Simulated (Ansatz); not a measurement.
By PBEsol, the system below comes out a metal.

Here is the system:

```
K
1.0
    5.39512     0.00000     0.00000
    0.00000     5.39512     0.00000
    2.69756    -2.69756     2.69756
K
1
Direct
  0.00000   0.00000   0.00000
```

Space group of this cell: Im-3m, bcc (W type). The cell is taken as given.

The current flows along the normal of the first two printed cell vectors, the (001) plane of the conventional cell. No spin-orbit coupling; the value is a mean over 0.1 eV about the Fermi level.

**Question.** Compute, with PBEsol run with Ansatz (a program for electronic structure), the ballistic conductance per area.

**Answer.** 0.32 × 10¹⁵ S/m² for both spins.
